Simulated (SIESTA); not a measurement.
SIESTA run on AlFe (Pm-3m, 2 atoms in the cell): self-consistent single point.

Method: GGA PBE, numerical atomic orbitals DZP, PseudoDojo PBE standard norm-conserving potentials (rewritten from UPF to PSML) (SIESTA).

The change in words: lattice scaled by 0.98. Reference geometry:
```
AlFe
1.0
    2.80254     0.00000     0.00000
    0.00000     2.80254     0.00000
    0.00000     0.00000     2.80254
Al Fe
1 1
Direct
  0.00000   0.00000   0.00000
  0.50000   0.50000   0.50000
```
Moments meant for the start (each program seeds them in its own way; μB, in the order of the atoms Al Fe): 0.0 4.0.

Reference input (self-consistent single point, DFT, GGA PBE, numerical atomic orbitals DZP, PseudoDojo PBE standard norm-conserving potentials (rewritten from UPF to PSML)): XC.functional = GGA; XC.authors = PBE; potentials = PseudoDojo PBE standard; PAO.BasisSize = DZP; PAO.EnergyShift = 0.01 Ry; MeshCutoff = 350 Ry; kgrid.MonkhorstPack = 12 12 12; OccupationFunction = FD; ElectronicTemperature = 1160.45 K; Spin = polarized; DM.InitSpin = [1 +0.00, 2 +4.00]; MaxSCFIterations = 150. This run's input differs from it in these lines:

```diff
@@ -12,5 +12,5 @@
 %block LatticeVectors
-     2.802543000    0.000000000    0.000000000
-     0.000000000    2.802543000    0.000000000
-     0.000000000    0.000000000    2.802543000
+     2.746492000    0.000000000    0.000000000
+     0.000000000    2.746492000    0.000000000
+     0.000000000    0.000000000    2.746492000
 %endblock LatticeVectors
@@ -19,3 +19,3 @@
      0.000000000    0.000000000    0.000000000  1
-     2.648019361    2.648019361    2.648019361  2
+     2.595058842    2.595058842    2.595058842  2
 %endblock AtomicCoordinatesAndAtomicSpecies
```

The program printed (abridged):

```
        iscf     Eharris(eV)        E_KS(eV)     FreeEng(eV)     dDmax    Ef(eV) dHmax(eV)
   scf:    1    -3426.343054    -3463.670586    -3463.737054  0.664507 -3.468794 19.754559
     spin moment: {S} , |S| = {        0.0        0.0    2.23531 }     2.23531
   scf:    2    -3474.494866    -3469.803753    -3469.873482  0.065556 -4.407829 11.049342
     spin moment: {S} , |S| = {        0.0        0.0    2.20605 }     2.20605
   scf:    3    -3473.005856    -3472.470085    -3472.548570  0.105513 -5.638168  0.976327
     spin moment: {S} , |S| = {        0.0        0.0    1.93125 }     1.93125
   [... lines left out ...]
     spin moment: {S} , |S| = {        0.0        0.0    0.60511 }     0.60511
   scf:   27    -3473.002130    -3473.002134    -3473.064744  0.000019 -6.400440  0.000308
     spin moment: {S} , |S| = {        0.0        0.0    0.60501 }     0.60501
   scf:   28    -3473.002110    -3473.002122    -3473.064744  0.000037 -6.400475  0.000232
     spin moment: {S} , |S| = {        0.0        0.0    0.60482 }     0.60482
   scf:   29    -3473.002123    -3473.002122    -3473.064744  0.000007 -6.400448  0.000203
     spin moment: {S} , |S| = {        0.0        0.0    0.60487 }     0.60487
SCF Convergence by DM+H criterion
max |DM_out - DM_in|         :     0.0000068338
max |H_out - H_in|      (eV) :     0.0002026923
SCF cycle converged after 29 iterations

Using DM_out to compute the final energy and forces

siesta: E_KS(eV) =            -3473.0021

siesta: E_KS - E_eggbox =     -3473.0021

siesta: Atomic forces (eV/Ang):
     1   -0.000000   -0.000000   -0.000000
     2   -0.000000   -0.000000   -0.000000
   Tot   -0.000000   -0.000000   -0.000000
   Max    0.000000
   Res    0.000000    sqrt( Sum f_i^2 / 3N )
   Max    0.000000    constrained

Stress tensor Voigt[x,y,z,yz,xz,xy] (kbar):     -307.19     -307.19     -307.19       -0.00       -0.00       -0.00
(Free)E + p*V (eV/cell)    -3469.0925
Target enthalpy (eV/cell)    -3473.0647

siesta: Program's energy decomposition (eV):
siesta: FreeEng =     -3473.064744

   [... lines left out ...]
siesta: Cell volume =         20.717389 Ang**3
siesta:         307.19340916        307.19341251  kBar
   [... lines left out ...]
   2  7.283   0.916  -0.039   0.053   0.996   0.996   0.996   0.119   0.119
              0.119   0.679   0.679   0.638   0.679   0.638  -0.049  -0.049

             -0.080  -0.049  -0.080

mulliken: Qtot =        9.198

Mulliken Atomic Populations:
Atom #   charge [q] valence [e]      Sz [e]  Species
     1    -0.747632    3.747632   -0.082386  Al
     2     0.747632   15.252368    0.687256  Fe
 Total     0.000000                0.604869
```

The run converged in 29 iterations. Against the reference run the free energy rises by 91.2 meV/atom, the pressure goes from 14.79 to 30.72 GPa and the size of the net moment goes from 0.34 to 0.30 μB/atom.

The starting cell comes from a database of computed structures (which also holds hypothetical and non-ambient phases and stackings), without a prior relaxation at this level. Its lattice was rescaled by a random factor within 2.5 % of one. For this run, on top of that: lattice scaled by 0.98. The moments shrank to a small part of their start, a low-spin state that need not be the lowest. Values carry the incompleteness of an atom-centred basis. With a pressure of about 31 GPa the cell is away from its equilibrium volume at this level.

Cost on one core of a shared machine: roughly 3 min.
